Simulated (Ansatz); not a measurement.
Density of states of ZrPbO3 (Pba2, 40 atoms in the cell).

```xyz
40
Lattice="6.0750 0.0000 0.0000 0.0000 12.0207 0.0000 0.0000 0.0000 8.4314" Properties=species:S:1:pos:R:3 pbc="T T T"
Zr     4.5039     4.5705     2.0725
Zr     1.5711     7.4502     2.0725
Zr     4.6086    10.5808     2.0725
Zr     1.4664     1.4398     2.0725
Zr     1.5738     7.4474     6.3053
Zr     4.5011     4.5733     6.3053
Zr     1.4636     1.4371     6.3053
Zr     4.6113    10.5836     6.3053
Pb     1.8788    10.3752     0.0962
Pb     4.1962     1.6455     0.0962
Pb     1.1587     4.3648     0.0962
Pb     4.9163     7.6559     0.0962
Pb     1.8690    10.3110     4.3058
Pb     4.2059     1.7097     4.3058
Pb     1.1685     4.3006     4.3058
Pb     4.9065     7.7200     4.3058
O      0.0000     0.0000     1.9089
O      3.0375     6.0103     1.9089
O      2.7551     9.1902     2.0942
O      3.3198     2.8305     2.0942
O      0.2824     3.1798     2.0942
O      5.7926     8.8409     2.0942
O      3.2406     2.8922     6.1102
O      2.8344     9.1285     6.1102
O      5.8719     8.9025     6.1102
O      0.2031     3.1182     6.1102
O      1.2767     7.5020     4.1437
O      4.7983     4.5187     4.1437
O      1.7608     1.4916     4.1437
O      4.3141    10.5290     4.1437
O      0.0000     6.0103     1.7461
O      3.0375     0.0000     1.7461
O      4.3524    10.2231     8.3682
O      1.7226     1.7976     8.3682
O      4.7601     4.2128     8.3682
O      1.3149     7.8079     8.3682
O      0.0000     6.0103     6.3252
O      3.0375     0.0000     6.3252
O      3.0375     6.0103     6.3296
O      0.0000     0.0000     6.3296
```

Computed with PBEsol, default PAW files made with PBE (plane waves; Ansatz, an electronic-structure program).

SCF settings: basis.ecutwfc = 420 eV; kpoints.mp_grid.grid = 2 1 2; hamiltonian.xc = pbesol; hamiltonian.pseudopotentials = {kind: paw} (the program's default PAW files); scf.occupations.method = fixed. Keys of the DOS step: output.dos.nscf_kmesh.grid = 3 2 3; output.dos.method = {smearing: {sigma: 0.1}} eV.

The starting cell comes from a database of computed structures (which also holds hypothetical and non-ambient phases and stackings), without a prior relaxation at this level. Its lattice was rescaled by a random factor within 2.5 % of one. Spin-orbit coupling is off.

Total DOS (both spins), as means of the tabulated values in each energy bin; the zero is the program's Fermi level or highest filled level, and the curve is cut to this window:

(E (eV), states/eV/cell): (-7.75, 0.00); (-7.25, 3.10); (-6.75, 24.9); (-6.25, 3.90); (-5.75, 0.13); (-5.25, 0.00); (-4.75, 0.00); (-4.25, 2.72); (-3.75, 33.2); (-3.25, 33.8); (-2.75, 34.1); (-2.25, 33.9); (-1.75, 36.0); (-1.25, 45.9); (-0.75, 44.8); (-0.25, 23.5); (0.25, 0.13); (0.75, 0.00); (1.25, 0.00); (1.75, 0.00); (2.25, 0.00); (2.75, 0.27); (3.25, 5.48)

The gap on the SCF mesh is 2.77 eV.

Keys are those of Ansatz 0.2.
